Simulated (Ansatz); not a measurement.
Calculation: PBE (plane waves to 420 eV, PAW; Ansatz, a program for electronic structure).

Host crystal: beta Ga2O3, with a band gap (PBE, scalar-relativistic without spin-orbit coupling).

Planar average of the electrostatic potential across the slab, in eV from the Fermi level, for N on the 1x1 (100) surface of beta Ga2O3 (cut with top plane Ga + 2 O), one in a 1x1 cell, started at the site 'top O #2':

(z (Å), V (eV)): (5.31, 4.99); (5.60, 4.99); (5.90, 4.99); (6.19, 4.99); (6.49, 4.99); (6.78, 4.99); (7.08, 4.99); (7.38, 4.98); (7.67, 4.95); (7.96, 4.89); (8.26, 4.73); (8.55, 4.31); (8.85, 3.19); (9.14, -0.93); (9.44, -6.81); (9.73, -10.25); (10.03, -9.79); (10.32, -6.70); (10.62, -4.63); (10.91, -2.53); (11.21, -2.35); (11.50, -3.57); (11.80, -4.17); (12.09, -3.31); (12.39, -2.38); (12.68, -3.22); (12.98, -5.42); (13.27, -8.52); (13.57, -10.81); (13.86, -9.61); (14.16, -5.18); (14.46, 0.27); (14.75, 1.81); (15.04, 0.30); (15.34, -5.01); (15.63, -9.37); (15.93, -10.58); (16.22, -8.46); (16.52, -5.21); (16.81, -3.27); (17.11, -2.41); (17.40, -3.84); (17.70, -5.14); (17.99, -5.09); (18.29, -3.67); (18.58, -2.82); (18.88, -4.16); (19.18, -6.54); (19.47, -7.98); (19.77, -7.36); (20.06, -7.53); (20.36, -7.40); (20.65, -5.04); (20.95, -0.45); (21.24, 3.58); (21.54, 4.78); (21.83, 5.16); (22.12, 5.30); (22.42, 5.34); (22.71, 5.36); (23.01, 5.37); (23.30, 5.37); (23.60, 5.37); (23.89, 5.37); (24.19, 5.37); (24.48, 5.37); (24.78, 5.37)

Slab: 21 atoms, 10.2 Å thick at the start under the adsorbate (thin: gaps and levels are the slab's own); k 6x4x1, smearing 0.01 eV, dipole-corrected; 10 atoms held, the rest relaxed; held to the start's symmetry, so lower structures may exist; spin-polarised, ending with about 0.7 μB a cell, a value that depends on the mesh; orders that need a larger cell were not tried, no spin-orbit, no U, no dispersion correction. The slab shows no gap over 0.04 eV on its mesh. At the end it is bonded to 2 Ga + O. In PBE this state lies 0.05 eV over the lowest of the starts that converged ('bridge O-O (span 2.5 Å)', where the adsorbate paired with a surface O atom).

The surface cell has an area of 18.12 Å². What dipole along the normal does the step between the two vacuum levels imply?

the top vacuum level lies 0.38 eV above the bottom one; p = −ε₀ A ΔV (ε₀ = 0.005526 e/(V·Å)) gives -0.04 e·Å a cell.
